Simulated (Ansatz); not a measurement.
The parent structure is AlN in the wurtzite structure (space group P6_3mc, No. 186).

```yaml
crystal:
  lattice:
    - [3.10656, 0.00000, 0.00000]
    - [-1.55328, 2.69036, 0.00000]
    - [0.00000, 0.00000, 4.97805]
  atoms:
    - { symbol: Al, position: [0.33333, 0.66667, 0.99658] }
    - { symbol: Al, position: [0.66667, 0.33333, 0.49658] }
    - { symbol: N, position: [0.33333, 0.66667, 0.37822] }
    - { symbol: N, position: [0.66667, 0.33333, 0.87822] }
```

Cartesian axes are those of the cell as printed.

Computed with Kohn–Sham DFT with the r2SCAN functional, run in Ansatz (a program for electronic structure) with PAW and 500 eV plane waves, no spin-orbit coupling, earlier PAW set.

Base values:

Band gap: 4.87 eV
Valence-band top at Γ: 0.00, -0.22, -0.22 eV

Modification: strain tensor (xx, yy, zz, yz, xz, xy) = (+0.02, −3.68, −0.79, −0.69, +0.67, +1.06) %; the atoms relax in the strained cell.

Problem. How does this affect the band gap, valence-band top at Γ, energy relative to the base and stress?

Solution. The band gap goes up by 0.39 eV to 5.26 eV; the valence-band top at Γ (three highest levels, from the VBM) goes from 0.00, -0.22, -0.22 eV to 0.00, -0.10, -0.35 eV; the energy rises by 25 meV/atom; the stress (xx, yy, zz, yz, xz, xy; compression positive) is (6.99, 16.85, 7.54, 1.50, -1.70, -3.26) GPa.

Whether these cells are dynamically stable was not tested.
